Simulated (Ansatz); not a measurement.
## InP, response to strain

Base system: InP in the zinc blende structure (space group F-43m, No. 216; a = 5.827 Å). Axes: x, y, z lie along the cube axes.

Strains are applied to the cell and any free atomic positions relax.

Method: Kohn–Sham DFT with the LDA functional, run in Ansatz (a quantum-chemistry and plane-wave program) with PAW and 420 eV plane waves, no SOC.

Notes on the quantities. energy relative to the base: free energy F; pressure: mean of the normal stresses, compression positive.

| change | energy relative to the base | band gap | pressure |
|---|---|---|---|
| base | 0 meV/atom | 0.58 eV | 0.00 GPa |
| tensor shear ε_xy = +2.00 % | +5.6 meV/atom | 0.41 eV | 0.01 GPa |
| tensor shear ε_xy = +1.43 % | [?] | [?] | 0.00 GPa |
| tensor shear ε_xy = +1.14 % | +1.8 meV/atom | 0.49 eV | 0.00 GPa |
| tensor shear ε_xy = +1.71 % | +4.1 meV/atom | 0.44 eV | 0.01 GPa |
| tensor shear ε_xy = +0.57 % | +0.5 meV/atom | 0.54 eV | 0.00 GPa |
| tensor shear ε_xy = +0.86 % | +1.0 meV/atom | 0.51 eV | 0.00 GPa |

Problem. Complete the table.

Solution. 
- tensor shear ε_xy = +1.43 %, energy relative to the base: +2.9 meV/atom
- tensor shear ε_xy = +1.43 %, band gap: 0.47 eV

Stability against distortions was not tested.
